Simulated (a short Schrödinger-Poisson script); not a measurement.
**Symmetric double-gate stack, Al2O3 on p-type Ge(111)**

Stack: symmetric double-gate stack, Al2O3 on p-type Ge(111), at 300 K.

| layer | material | thickness (nm) | Na (cm⁻³) |
|---|---|---|---|
| 1 | Al2O3 | 6.7 | - |
| 2 | Ge | 5 | 1e18 |
| 3 | Al2O3 | 6.7 | - |

Constants are typed, rounded textbook-type inputs, not results; the design itself was drawn at random and stands for no fabricated device. Al2O3: permittivity 9, conduction-band edge (eV) 2.65, gap (eV) 6.8, electron mass (mₑ) 0.3. Ge: permittivity 16, conduction-band edge (eV) 0, gap (eV) 0.664, Nv at 300 K (cm⁻³) 6e18.

Channel valleys (confinement mass, in-plane density-of-states mass, number): L1 1.59, 0.08, 1; L3 0.09, 0.34, 3. At the gates, both at one voltage, the conduction-band edge of layer 1 lies 2.76 eV − eVg above the Fermi level of the channel. Gaps are held at their typed values at every temperature. Mesh 0.03 nm at interfaces.

Solved with a short Schrödinger-Poisson script written for these runs: 1D Poisson equation in equilibrium, electrons quantum, Hartree (BenDaniel-Duke, 12 states a valley, the channel's in-plane mass for all, wave functions free to enter the dielectric), parabolic valleys, classical holes, full ionisation, no traps, pinning or gate leakage.

| Vg (V) | electrons (cm⁻²) | C (μF/cm²) | L1 E0 (meV) | L1 E1 (meV) | L3 E0 (meV) | L3 E1 (meV) |
|---|---|---|---|---|---|---|
| -0.2 | 1.62e6 | < 0.003 | 355.9 | 382.8 | 447.7 | 760.8 |
| -0.1 | 7.75e7 | < 0.003 | 255.9 | 282.8 | 347.7 | 660.8 |
| 0 | 3.67e9 | 0.0229 | 156.2 | 183.1 | 248.0 | 561.1 |
| 0.1 | 1.22e11 | 0.555 | 65.0 | 91.7 | 156.8 | 469.6 |
| 0.2 | 7.80e11 | 1.43 | 14.2 | 39.9 | 105.5 | 417.0 |
| 0.3 | 1.79e12 | 1.74 | -10.9 | 13.4 | 79.9 | 389.4 |
| 0.4 | 2.92e12 | 1.87 | -26.9 | -4.1 | 63.4 | 370.6 |
| 0.5 | 4.11e12 | 1.94 | -38.6 | -17.3 | 51.2 | 356.2 |
| 0.6 | 5.33e12 | 1.99 | -47.9 | -28.1 | 41.5 | 344.2 |
| 0.7 | 6.58e12 | 2.02 | -55.7 | -37.3 | 33.4 | 333.9 |
| 0.8 | 7.85e12 | 2.04 | -62.3 | -45.4 | 26.5 | 324.7 |
| 0.9 | 9.13e12 | 2.06 | -68.3 | -52.7 | 20.5 | 316.4 |
| 1 | 1.04e13 | 2.07 | -73.7 | -59.5 | 15.0 | 308.8 |
| 1.1 | 1.17e13 | 2.08 | -78.7 | -65.7 | 10.1 | 301.6 |
| 1.2 | 1.30e13 | 2.09 | -83.5 | -71.7 | 5.6 | 294.9 |
| 1.3 | 1.43e13 | 2.10 | -88.0 | -77.3 | 1.4 | 288.5 |
| 1.4 | 1.56e13 | 2.11 | -92.4 | -82.7 | -2.6 | 282.3 |
| 1.5 | 1.70e13 | 2.11 | -96.7 | -88.0 | -6.3 | 276.5 |
| 1.6 | 1.83e13 | 2.12 | -100.9 | -93.1 | -9.9 | 270.8 |

Gate voltages with under 1e6 electrons/cm² are left out.

Subbands count from the Fermi level. The capacitance is that of both gates.

Only the L valleys are kept; under strong confinement the Δ valleys of Ge fill too.
